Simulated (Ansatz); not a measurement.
A (6,0) silicon nanotube, relaxed period 6.655 Å, atoms relaxed at each strain.

```csv
strain,energy (meV a period),axial force (nN)
-0.015,+56.4,-1.83
+0.015,+55.6,+1.79
```

Level of theory: PBE (plane waves to 420 eV, PAW; Ansatz, a first-principles code). Mesh 1×1×12. No spin polarisation. One-dimensional cell, images about 11 Å apart. A hypothetical model, rolled from the flat sheet. It keeps the symmetry and period of its start, so it need not be a minimum against all distortions. Buckling under compression is shut out by symmetry and the short period. Energies are free energies at a Fermi–Dirac width of 0.05 eV, from the unstrained cell.

Mean diameter 7.42 Å.

Task: Work out the axial stiffness dF/dε in two ways, and what it means for a modulus.

Result: From the forces: (+1.79 − (-1.83))/0.030 = 121 nN. From the energies: (E₊ + E₋)/(ε² c) = 0.1120 eV/(0.015² × 6.655 Å) = 74.8 eV/Å = 120 nN. The two agree to within 1 %. Spread over the circumference π × 7.42 Å, the force value is a sheet stiffness of 52 N/m.
